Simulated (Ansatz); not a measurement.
Input and output of a relaxation of cell and atoms for La₂Cu₂SeSO₂ (P4mm, 8 atoms in the cell) (Ansatz, a program for electronic structure).

Method of the run: PBEsol, PAW files made with PBE (plane waves; Ansatz).

```
CELL_PARAMETERS angstrom
      4.06144     0.00000     0.00000
      0.00000     4.06144     0.00000
      0.00000     0.00000     8.76816
ATOMIC_POSITIONS crystal
  La 0.50000 0.50000 0.85885
  La 0.00000 0.00000 0.14590
  Cu 0.00000 0.50000 0.49163
  Cu 0.50000 0.00000 0.49163
  Se 0.00000 0.00000 0.66815
  S  0.50000 0.50000 0.33867
  O  0.00000 0.50000 0.00259
  O  0.50000 0.00000 0.00259
```

Reference input (self-consistent single point, DFT, PBEsol, plane waves, PAW files made with PBE): basis.ecutwfc = 420 eV; kpoints.mp_grid.grid = 5 5 3; hamiltonian.xc = pbesol; hamiltonian.pseudopotentials = {kind: paw} (the program's default PAW files); scf.occupations.method = fermi_dirac; scf.occupations.width = 0.02 eV. This run's input differs from it in these lines:

```diff
@@ -23,2 +23,4 @@
   occupations: { method: fermi_dirac, width: 0.02 }
+relax:
+  cell: {}
 output:
```

Output (repeated stretches shortened):

```
   [... SCF lines of the steps left out ...]
relax step   1: F+E_penalty+E_count = -32942.56202250 eV  Δ(F+E_penalty+E_count) = +0.000e0 eV  max|allowed force component| = 4.577e-1 eV/Å  Δτ_max = 0.0000 Å  P = -6.420 GPa  Ω = 144.633 Å³  (12 SCF iters, dr2 threshold 1.00e-7 eV, accepted)
relax step   2: F+E_penalty+E_count = -32942.62958705 eV  Δ(F+E_penalty+E_count) = -6.756e-2 eV  max|allowed force component| = 8.894e-1 eV/Å  Δτ_max = 0.1386 Å  P = +4.240 GPa  Ω = 128.669 Å³  energy of the carried Pulay correction = +1.498e-2 eV  [...]
   [... lines left out ...]
relax step   8: F+E_penalty+E_count = -32942.77161133 eV  Δ(F+E_penalty+E_count) = -1.375e-4 eV  max|allowed force component| = 1.140e-3 eV/Å  Δτ_max = 0.0009 Å  P = +0.009 GPa  Ω = 134.709 Å³  energy of the carried Pulay correction = +1.139e-4 eV  [...]
relax step   9: F+E_penalty+E_count = -32942.77151335 eV  Δ(F+E_penalty+E_count) = +9.798e-5 eV  max|allowed force component| = 1.139e-3 eV/Å  Δτ_max = 0.0000 Å  P = +0.008 GPa  Ω = 134.709 Å³  stress off target by 1.30e-2 GPa  SCF on the basis [...]
basis re-selected at this cell: Δ(F+E_penalty+E_count) = +9.798e-5 eV, ΔP = -0.001 GPa vs the last step
the relaxation is at rest under the 8 symmetry operations that the run kept from its start: a minimum is not shown …
Free energy (F): -32942.771513 eV
Internal energy: -32942.771513 eV  (E = F + TS)
E sigma→0 (E₀):  -32942.771513 eV
Fermi energy:    12.826395 eV
--- Forces (eV/Å), atoms counted from 1 ---
  atom   1  La     0.00000000     0.00000000     0.00066819
  atom   2  La     0.00000000    -0.00000000    -0.00028137
   [... lines left out ...]
  cell:  # Å, volume = 134.7090 Å³
   [... lines left out ...]
    - { symbol: Cu, position: [0.5, 2.9637446431940608e-36, 0.48748735767707646] }
    - { symbol: Se, position: [-9.039563114431257e-19, 1.2151353037095718e-34, 0.6659948861420162] }
    - { symbol: S, position: [0.5, 0.5, 0.3381644526788986] }
    - { symbol: O, position: [1.1147044638851493e-18, 0.5, 0.005247556573547457] }
    - { symbol: O, position: [0.5, -4.712353982678584e-34, 0.0052475565735474565] }
```

The run converged. 

Summary of the result:
| Property | Value |
|---|---|
| Free energy E − TS (on the zero of these files) | -32942.7715 eV |
| Top of the valence band (on the code's own zero) | 12.09 eV |
| Gap on the k-point mesh | 1.47 eV |
| Pressure | 0.01 GPa |
| Largest force (vector length) | 0.001 eV/Å |
| Final cell | a = 3.975 Å, b = 3.975 Å, c = 8.528 Å, α = 90.00°, β = 90.00°, γ = 90.00° |
| Final volume per atom | 16.84 Å³ |
| Relaxation steps | 9 |

The starting cell comes from a database of computed structures (which also holds hypothetical and non-ambient phases and stackings), without a prior relaxation at this level. Its lattice was rescaled by a random factor within 2.5 % of one. The relaxation keeps the symmetry of its start, so its end need not be a minimum. Ansatz's pressure includes its estimate of the finite-basis (Pulay) stress.

Cost on one core of a shared machine: roughly 60 s.

Keys are those of Ansatz 0.2.
